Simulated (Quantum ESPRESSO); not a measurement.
Quantum ESPRESSO run on the (001) slab of Ta2H (cut from a parent of space group no. 21; 3 atoms in the cell): self-consistent single point.

Computed with LDA (PZ), GBRV 1.5 ultrasoft (LDA) pseudopotentials (plane waves; Quantum ESPRESSO).

The change in words: vacuum of 5 angstrom (first run: 14 Å). Reference geometry:
```
Ta2H
1.0
    1.72910     2.38333     0.00000
   -1.72910     2.38333     0.00000
    0.00000     0.00000    16.53061
H Ta
1 2
Direct
  0.00000   0.00000   0.50000
  0.50000   0.00000   0.57654
  0.00000   0.50000   0.42346
```

Reference input (self-consistent single point, DFT, LDA (PZ), plane waves, GBRV 1.5 ultrasoft (LDA) pseudopotentials): ecutwfc = 40 Ry; ecutrho = 320 Ry; occupations = smearing; smearing = fd; degauss = 0.0073499 Ry; mixing_mode = local-TF; potentials = {H: h_lda_v1.4.uspp.F.UPF, Ta: ta_lda_v1.uspp.F.UPF}; K_POINTS = automatic 9 9 1 0 0 0; conv_thr = 1e-10 Ry; mixing_beta = 0.3. This run's input differs from it in these lines:

```diff
@@ -12,3 +12,3 @@
    celldm(2) = 1.378365366574
-   celldm(3) = 4.780130088661
+   celldm(3) = 2.177612623701
    nat = 3
@@ -31,4 +31,4 @@
 H     0.0000000000    0.0000000000    0.5000000000
-Ta    0.5000000000    0.0000000000    0.5765430000
-Ta    0.0000000000   -0.5000000000    0.4234570000
+Ta    0.5000000000    0.0000000000    0.6680210000
+Ta    1.0000000000    0.5000000000    0.3319790000
 K_POINTS {automatic}
```

Output (repeated stretches shortened):

```
     Self-consistent Calculation

     iteration #  1     ecut=    40.00 Ry     beta= 0.30

     negative rho (up, down):  1.870E-01 0.000E+00

     total energy              =    -284.82292919 Ry
     estimated scf accuracy    <       0.39672679 Ry

     iteration #  2     ecut=    40.00 Ry     beta= 0.30

     negative rho (up, down):  1.906E-01 0.000E+00

     total energy              =    -284.70442547 Ry
     estimated scf accuracy    <       0.26169207 Ry

     iteration #  3     ecut=    40.00 Ry     beta= 0.30

     negative rho (up, down):  1.909E-01 0.000E+00

     total energy              =    -284.76195209 Ry
     estimated scf accuracy    <       0.01630839 Ry

   [... 10 blocks of this kind left out ...]

     iteration # 14     ecut=    40.00 Ry     beta= 0.30

     negative rho (up, down):  1.934E-01 0.000E+00

     total energy              =    -284.76532913 Ry
     estimated scf accuracy    <          3.0E-10 Ry

     iteration # 15     ecut=    40.00 Ry     beta= 0.30

     negative rho (up, down):  1.934E-01 0.000E+00
     End of self-consistent calculation

     the Fermi energy is     9.5507 ev

!    total energy              =    -284.76532913 Ry
     estimated scf accuracy    <          6.4E-12 Ry
     smearing contrib. (-TS)   =      -0.00690768 Ry
     internal energy E=F+TS    =    -284.75842146 Ry

     convergence has been achieved in  15 iterations

     negative rho (up, down):  1.934E-01 0.000E+00

     Forces acting on atoms (cartesian axes, Ry/au):

     atom    1 type  1   force =     0.00000000    0.00000000    0.00000000
     atom    2 type  2   force =     0.00000000    0.00000000   -0.04467322
     atom    3 type  2   force =     0.00000000    0.00000000    0.04467322

     Total force =     0.063177     Total SCF correction =     0.000019

     negative rho (up, down):  1.934E-01 0.000E+00
          total   stress  (Ry/bohr**3)                   (kbar)     P=     -173.40
  -0.00133706   0.00000000   0.00000000         -196.69        0.00        0.00
   0.00000000  -0.00133464   0.00000000            0.00     -196.33        0.00
   0.00000000   0.00000000  -0.00086448            0.00        0.00     -127.17

   JOB DONE.
```

The run converged in 15 iterations. Against the reference run the free energy goes down by 31.4 meV/atom and the largest force goes from 1.360 to 1.149 eV/Å.

The starting cell comes from a database of computed structures (which also holds hypothetical and non-ambient phases and stackings), without a prior relaxation at this level. The slab is cut from that crystal, and its faces are unrelaxed. Its lattice was rescaled by up to half a per cent. Spin polarisation is off. Forces in this geometry exceed 1 eV/Å.
